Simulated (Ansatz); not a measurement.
Start from GaN in the zinc blende structure (space group F-43m, No. 216; a = 4.498 Å). Axes: x, y, z lie along the cube axes.

Calculations: Ansatz (a first-principles code), PBEsol, PAW, cutoff 420 eV, no SOC.

Now apply this change: biaxial strain −0.42 %, plane normal [111], relaxed out of plane (Cartesian); in-plane vectors clamped, the third vector and the atoms free.

Question: What happens to the energy relative to the base and out-of-plane strain?

Answer: The energy goes up by 0.6 meV/atom; the out-of-plane strain amounts to +0.19 %.

Stability against distortions was not tested. This is not the structure that GaN has at room temperature and ambient pressure.
